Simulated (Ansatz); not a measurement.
C11b MoSi2 was calculated with HSE06-D3(BJ) (Ansatz, an electronic-structure program, plane waves, PAW).

Numerical settings: plane-wave cutoff 460 eV, 12×12×12 k mesh, Fermi–Dirac smearing 0.05 eV, no spin polarisation, scalar-relativistic PAW data made under PBE.

Computed at the level's own relaxed cell.

Q: What does this level give for the lattice parameter a and lattice parameter c?

A: 
* **lattice parameter a**: 3.146 Å
* **lattice parameter c**: 7.711 Å

Measured, for comparison: lattice constant a 3.205 Å, lattice parameter c 7.845 Å (temperature not stated, no zero-point or thermal correction; as tabulated in Pavlosiuk et al. (2022), arXiv:2202.05362). Computed (rounded) less measured: lattice constant a -1.8 %, lattice parameter c -1.7 %. A static lattice is as a rule a little smaller and stiffer than an uncorrected measurement, which narrows the difference in the lattice constant a, lattice parameter c and would widen misses of the other sign.

Note: the run has no spin polarisation, so it can have missed a magnetic state.

The computed numbers hold no vibrational or temperature effects.
